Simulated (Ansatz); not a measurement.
Given:

Host crystal: 3C silicon carbide, with a band gap (PBE, scalar-relativistic without spin-orbit coupling).

End structure of NH3 on the 1x1 (110) surface of 3C silicon carbide (cut with top plane C + Si), one in a 2x2 cell, started at the site 'top Si':

```yaml
crystal:
  lattice:
    - [6.19426, 0.00000, 0.00000]
    - [0.00000, 8.76000, 0.00000]
    - [0.00000, 0.00000, 27.00000]
  atoms:
    - { symbol: C, position: [0.00000, 0.36841, 0.35704] }
    - { symbol: C, position: [0.00000, 0.86841, 0.35704] }
    - { symbol: C, position: [0.50000, 0.36841, 0.35704] }
    - { symbol: C, position: [0.50000, 0.86841, 0.35704] }
    - { symbol: Si, position: [0.25000, 0.27125, 0.36602] }
    - { symbol: Si, position: [0.25000, 0.77125, 0.36602] }
    - { symbol: Si, position: [0.75000, 0.27125, 0.36602] }
    - { symbol: Si, position: [0.75000, 0.77125, 0.36602] }
    - { symbol: C, position: [0.25000, 0.11854, 0.41341] }
    - { symbol: C, position: [0.25000, 0.61854, 0.41341] }
    - { symbol: C, position: [0.75000, 0.11854, 0.41341] }
    - { symbol: C, position: [0.75000, 0.61854, 0.41341] }
    - { symbol: Si, position: [0.00000, 0.99658, 0.41191] }
    - { symbol: Si, position: [0.00000, 0.49658, 0.41191] }
    - { symbol: Si, position: [0.50000, 0.99658, 0.41191] }
    - { symbol: Si, position: [0.50000, 0.49658, 0.41191] }
    - { symbol: C, position: [0.00000, 0.37268, 0.47117] }
    - { symbol: C, position: [0.00000, 0.87268, 0.47117] }
    - { symbol: C, position: [0.50000, 0.37268, 0.47117] }
    - { symbol: C, position: [0.50000, 0.87268, 0.47117] }
    - { symbol: Si, position: [0.25000, 0.24764, 0.47189] }
    - { symbol: Si, position: [0.25000, 0.74764, 0.47189] }
    - { symbol: Si, position: [0.75000, 0.24764, 0.47189] }
    - { symbol: Si, position: [0.75000, 0.74764, 0.47189] }
    - { symbol: C, position: [0.25021, 0.12269, 0.52885] }
    - { symbol: C, position: [0.24971, 0.62220, 0.52884] }
    - { symbol: C, position: [0.74979, 0.12268, 0.52885] }
    - { symbol: C, position: [0.75029, 0.62220, 0.52884] }
    - { symbol: Si, position: [0.00000, 0.99807, 0.52816] }
    - { symbol: Si, position: [0.99999, 0.49717, 0.52804] }
    - { symbol: Si, position: [0.50000, 0.99655, 0.52863] }
    - { symbol: Si, position: [0.50001, 0.49750, 0.52785] }
    - { symbol: C, position: [0.00001, 0.36946, 0.58657] }
    - { symbol: C, position: [0.00001, 0.86930, 0.58707] }
    - { symbol: C, position: [0.50000, 0.36866, 0.58612] }
    - { symbol: C, position: [0.50000, 0.87028, 0.58647] }
    - { symbol: Si, position: [0.25024, 0.24539, 0.58833] }
    - { symbol: Si, position: [0.25105, 0.74796, 0.58729] }
    - { symbol: Si, position: [0.74977, 0.24538, 0.58833] }
    - { symbol: Si, position: [0.74895, 0.74798, 0.58730] }
    - { symbol: C, position: [0.25192, 0.11962, 0.64314] }
    - { symbol: C, position: [0.25095, 0.61979, 0.64405] }
    - { symbol: C, position: [0.74805, 0.11958, 0.64314] }
    - { symbol: C, position: [0.74908, 0.61975, 0.64403] }
    - { symbol: Si, position: [0.00000, 0.02620, 0.63410] }
    - { symbol: Si, position: [0.00002, 0.52139, 0.63392] }
    - { symbol: Si, position: [0.49997, 0.00959, 0.64022] }
    - { symbol: Si, position: [0.50001, 0.51922, 0.63337] }
    - { symbol: N, position: [0.49976, 0.87197, 0.69454] }
    - { symbol: H, position: [0.63136, 0.79712, 0.69040] }
    - { symbol: H, position: [0.49952, 0.92429, 0.72840] }
    - { symbol: H, position: [0.36785, 0.79721, 0.69028] }
```

Set-up: 52 atoms, 7.7 Å thick at the start under the adsorbate (thin: gaps and levels are the slab's own); mesh 3x2x1; 0.01 eV smearing; dipole correction on; single point; no symmetry held, on the structure that PBE left; no spin, no spin-orbit, no U, no dispersion correction. At the end it is bonded to Si. In PBE it is, or lies within 0.03 eV of, the lowest of the starts that converged; the order may differ at this level.

A negative adsorption energy means that the adsorbate is more stable on the surface than in its reference.

Problem. Give the change of the step from the bottom to the top vacuum level, against the clean slab at the level HSE06, at the PBE geometry run with Ansatz (a quantum-chemistry and plane-wave program).

Solution. -1.50 eV

Problem. What adsorption energy against NH3(g) at the same level does HSE06, at the PBE geometry give?

Solution. -2.03 eV
